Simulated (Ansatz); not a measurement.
**Short convergence ladders for YCu₂Ge₂ (I4mm, 5 atoms in the cell)**

```
Y(CuGe)2
1.0
   -2.00931     2.00931     5.12180
    2.00931    -2.00931     5.12180
    2.00931     2.00931    -5.12180
Y Cu Ge
1 2 2
Cartesian
  0.00000   0.00000   0.05000
  0.00000   2.00931   2.56090
  2.00931   0.00000   2.56090
  0.00000   0.00000   6.34427
  0.00000   0.00000   3.89933
```

Base method: LDA (PW92), default PAW files made with PBE (plane waves; Ansatz, an electronic-structure program).

Base settings: basis.ecutwfc = 420 eV; kpoints.mp_grid.grid = 8 8 8; hamiltonian.xc = lda; hamiltonian.pseudopotentials = {kind: paw} (the program's default PAW files); scf.occupations.method = gaussian; scf.occupations.width = 0.1 eV.

The count of work is k-points × plane waves × bands × iterations; it is no time. Core times come from one kind of shared machine, to one figure; runs under 30 s give none.

**The k-point mesh**

The second cell is the first with its lattice scaled by 0.98.

Only quantities that move along the ladder and can be compared are tabulated.

```tsv
kpoints.mp_grid.grid	free energy less the last step's (meV/atom)	energy of the compressed cell less the first (meV/atom)	pressure (GPa)	largest difference of a force vector from the last step's (eV/Å)	count of work / last
2 2 2	205.14	-17.93	-6.20	1.055	0.014
3 3 3	-19.76	-11.50	-5.22	0.128	0.018
4 4 4	1.57	-12.40	-5.10	0.100	0.045
6 6 6	-1.29	-11.87	-5.28	0.120	0.10
8 8 8	0.92	-11.13	-5.12	0.031	0.20
9 9 9	0.82	-10.88	-5.10	0.006	0.26
11 11 11	-0.49	-11.13	-5.15	0.015	0.44
15 15 15	0.00	-11.19	-5.16	0.000	1.0
```

Coarsest kpoints.mp_grid.grid that holds the free energy within 5 meV/atom of the last step, with all finer ones: 4 4 4, at 0.045 of the last step's count of work; the step before is off by 20 meV/atom.

Coarsest kpoints.mp_grid.grid that holds the pressure within 0.1 GPa of the last step, with all finer ones: 8 8 8, at 0.20 of the last step's count of work; the step before is off by 0.12 GPa.

Coarsest kpoints.mp_grid.grid that holds the energy of the compressed cell less the first within 0.5 meV/atom of the last step, with all finer ones: 8 8 8, at 0.20 of the last step's count of work; the step before is off by 0.68 meV/atom.

The energy difference between the two cells stays within 1 meV/atom of the last step's from 6 6 6 on, the total only from 8 8 8 on: much of the error is common to both cells and cancels.

**The k-point mesh at a smearing width of 0.05 eV**

In this ladder: scf.occupations.width = 0.05 eV.

The second cell is the first with its lattice scaled by 0.98.

Only quantities that move along the ladder and can be compared are tabulated.

| kpoints.mp_grid.grid | free energy less the last step's (meV/atom) | energy of the compressed cell less the first (meV/atom) | pressure (GPa) | largest difference of a force vector from the last step's (eV/Å) | count of work / last | core time / last (rough) |
|---|---|---|---|---|---|---|
| 4 4 4 | 3.05 | -12.84 | -5.02 | 0.111 | 0.016 | – |
| 5 5 5 | 1.40 | -11.96 | -5.26 | 0.073 | 0.019 | – |
| 6 6 6 | -1.39 | -11.87 | -5.29 | 0.109 | 0.031 | – |
| 9 9 9 | 1.06 | -10.86 | -5.09 | 0.013 | 0.090 | – |
| 13 13 13 | 0.00 | -11.12 | -5.13 | 0.011 | 0.24 | 0.2 |
| 15 15 15 | 0.08 | -11.23 | -5.17 | 0.020 | 0.35 | 0.4 |
| 22 22 22 | 0.00 | -11.13 | -5.15 | 0.000 | 1.0 | 1 |

Coarsest kpoints.mp_grid.grid that holds the energy of the compressed cell less the first within 0.5 meV/atom of the last step, with all finer ones: 9 9 9, at 0.090 of the last step's count of work; the step before is off by 0.74 meV/atom.

Coarsest kpoints.mp_grid.grid that holds the free energy within 2 meV/atom of the last step, with all finer ones: 5 5 5, at 0.019 of the last step's count of work; the step before is off by 3.1 meV/atom.

Coarsest kpoints.mp_grid.grid that holds the pressure within 0.1 GPa of the last step, with all finer ones: 9 9 9, at 0.090 of the last step's count of work; the step before is off by 0.13 GPa.

The energy difference between the two cells stays within 1 meV/atom of the last step's from 5 5 5 on, the total only from 13 13 13 on: much of the error is common to both cells and cancels.

**The width of Gaussian smearing**

In this ladder: kpoints.mp_grid.grid = 13 13 13.

Narrow widths need finer meshes than wide ones, so the last steps can hold mesh noise.

Only quantities that move along the ladder and can be compared are tabulated; pressure and forces are left out, as mesh noise rules them at narrow widths.

| scf.occupations.width | free energy less the last step's (meV/atom) | energy extrapolated to zero width less the last step's (meV/atom) | core time / last (rough) |
|---|---|---|---|
| 1 eV | -64.44 | 8.80 | 1 |
| 0.5 eV | -13.89 | 0.33 | 0.9 |
| 0.3 eV | -4.64 | -0.14 | 1 |
| 0.1 eV | 0.00 | 0.00 | 1 |

Widest scf.occupations.width that holds the free energy within 5 meV/atom: not settled: the last two steps still differ by 4.6 meV/atom, over half the tolerance, so the ladder does not show it.

Widest scf.occupations.width that holds the energy extrapolated to zero width within 2 meV/atom of the last step, with all finer ones: 0.5 eV; the step before is off by 8.8 meV/atom.

The extrapolation to zero width removes most of the smearing's effect on the energy.

On the base run: the starting cell comes from a database of computed structures (which also holds hypothetical and non-ambient phases and stackings), without a prior relaxation at this level. Its lattice was rescaled by up to half a per cent. One atom was moved a little off its site on purpose. Spin polarisation is off. In the base run, with a pressure of about -5 GPa the cell is away from its equilibrium volume at this level. Ansatz's pressure includes its estimate of the finite-basis (Pulay) stress.

Left out of this page: 1 run of the series outside the window shown, repeating another row's setting, or not comparable.

Keys are those of Ansatz 0.2.
